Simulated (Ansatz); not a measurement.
Bond-angle distributions (per cent of the angles at each element, bins of 10°) of a relaxed model of amorphous Al₁₂As₁₂Se₃₆ at 4.18 g/cm³. The numbers are results of PBE-D3(BJ), scalar-relativistic without spin-orbit coupling, PAW (Ansatz default set, large-core Se) (plane waves to 420 eV; Ansatz, a quantum-chemistry and plane-wave program), not measurements.

The cell was made by melting and quenching with the CHGNet potential and then relaxed with DFT. The hot cell started wider than the set density and was brought back towards it in steps. It is the lowest in DFT energy of 3 quenches. It is a model cell: composition and starting density were chosen by hand, and all elements were melted together. The geometry includes D3(BJ) dispersion. Its density started from a set value of 3.99 and ended at 4.18 g/cm³. Cooling (nominally 79 K/ps over its main leg) ran many orders faster than in experiment, which tends to leave more defects and strain. A cell of this size samples the disorder only roughly. Volume and shape were free in the relaxation.

Cut-offs for bonds: Al-Al 2.90 Å, Al-As 2.88 Å, Al-Se 2.84 Å, As-As 2.72 Å, As-Se 2.92 Å, Se-Se 2.76 Å.

```tsv
angle (°)	at Al	at As	at Se
50-60	5	5	0
60-70	0	0	2
70-80	2	0	23
80-90	1	17	18
90-100	21	31	18
100-110	31	36	17
110-120	19	5	15
120-130	11	2	3
130-140	6	2	5
140-150	1	0	0
150-160	0	0	0
160-170	2	0	0
170-180	0	2	0
```

They go with these counts of neighbours within the cut-offs, cation contacts included: Al mean 4.2, most often 4; As mean 3.2, most often 3; Se mean 2.4, most often 2.
